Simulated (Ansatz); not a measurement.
# NbPd (R-3m): band-structure transport figures

Input:

```yaml
crystal:
  lattice:
    - [1.40677, 0.81220, 4.64734]
    - [-1.40677, 0.81220, 4.64734]
    - [0.00000, -1.62440, 4.64734]
  atoms:
    - { symbol: Nb, position: [0.00000, 0.00000, 0.00000] }
    - { symbol: Pd, position: [0.50000, 0.50000, 0.50000] }
```

All values below come from PBEsol with spin-orbit coupling, rigid bands (plane waves, PAW; Ansatz, a program for electronic structure). Condition of this run: spin-orbit coupling switched on. How the cell was made: cell and atoms relaxed with PBEsol.

| Property | Value |
|---|---|
| density of states at the Fermi level | 1.59 states/(eV·cell), both spins |
| bare Sommerfeld coefficient | 1.88 mJ/(mol of atoms·K²) |
| Drude plasma energy | 7.9 (x), 7.9 (y), 6.6 (z) eV |
| root-mean-square Fermi velocity | 6.5e5 m/s |
| resistivity times τ | 7.9 (x), 7.9 (y), 11.4 (z) ×10⁻²² Ω·m·s |

A metal at this level (no band gap); rigid bands, thermally averaged at 300 K, both spins. τ is one relaxation time for all states.

Computed structure with no diffraction record at hand here (it may be known, metastable or hypothetical): NbPd (R-3m).
